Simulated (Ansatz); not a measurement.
The parent structure is GaSb in the zinc blende structure (space group F-43m, No. 216).

GaSb is modelled in the cubic space group F-43m (No. 216), the zinc blende structure, Pearson symbol cF8. Cell: a = b = c = 6.1335 Å, α = β = γ = 90.00°. Sb on 4c is surrounded by 4 Ga at 2.656 Å (tetrahedral). Ga on 4a is surrounded by 4 Sb at 2.656 Å (tetrahedral). (Neighbours: up to the widest gap in distance over summed covalent radii, below 1.35, at either atom; cation-cation and far metal-metal contacts left out.)
(The calculation used a cell of 2 atoms; values per cell refer to that cell.)

Computed with Ansatz (a quantum-chemistry and plane-wave program), r2SCAN, PAW, cutoff 500 eV, no spin-orbit coupling, earlier PAW set.

Before the change:

Valley order: Γ 0.41 eV; L along ⟨111⟩ 0.68 eV; a point along ⟨100⟩, about 0.9 Å⁻¹ from Γ 1.10 eV

Modification: an isotropic linear strain of +0.79 %; the atoms relax in the strained cell.

Task: Estimate the effect on the energy relative to the base and valley order.

Result: The energy grows by 2.6 meV/atom; the valley order (the lowest conduction-band minima on the path, energy above the VBM, named in the base's zone) goes from Γ 0.41 eV; L along ⟨111⟩ 0.68 eV; a point along ⟨100⟩, about 0.9 Å⁻¹ from Γ 1.10 eV to Γ 0.24 eV; L along ⟨111⟩ 0.63 eV; a point along ⟨100⟩, about 0.9 Å⁻¹ from Γ 1.13 eV.

With Sb present, leaving out spin-orbit coupling can change the band edges. Stability against distortions was not tested. The zero or small gap of GaSb under isotropic strain +0.79 % can change with the level of theory.
